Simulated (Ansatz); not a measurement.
Consider HfO₂ (space group P4_2/nmc, No. 137).

HfO₂ is modelled in the tetragonal space group P4₂/nmc, origin choice 1 (No. 137), Pearson symbol tP6. Cell: a = 3.604 Å, b = 3.604 Å, c = 5.264 Å, α = 90.00°, β = 90.00°, γ = 90.00°. Hf on 2a is coordinated by 4 O at 2.069 Å and 4 O at 2.420 Å. O on 4d sees 2 Hf at 2.069 Å and 2 Hf at 2.420 Å (tetrahedral). (Neighbours: up to the widest gap in distance over summed covalent radii, below 1.35, at either atom; cation-cation and far metal-metal contacts left out.)

All numbers come from PBE (Ansatz, a quantum-chemistry and plane-wave program), spin-orbit coupling left out.

Base values:

Gap between the host's bands: 4.67 eV

Modification: electron doping at 3.0×10^21 cm⁻³ (0.205 per cell), with a uniform compensating background at fixed cell and a 300 K Fermi–Dirac width.

Estimate the effect on the Fermi level from band edge.

The Fermi level relative to the doped band's edge (positive inside the band; to 0.05 eV) is +0.40 eV.

How does this affect the gap between the host's bands?

The gap between the host's bands shrinks by 0.01 eV (4.67 eV → 4.66 eV).

Carriers are added with a uniform compensating background; total energy and stress of such cells depend on the potential's zero and are not compared; many-body gap narrowing is missing at this level. With Hf present, leaving out spin-orbit coupling can change the band edges. No phonon test of stability was made. This is not the structure that HfO2 has at room temperature and ambient pressure.
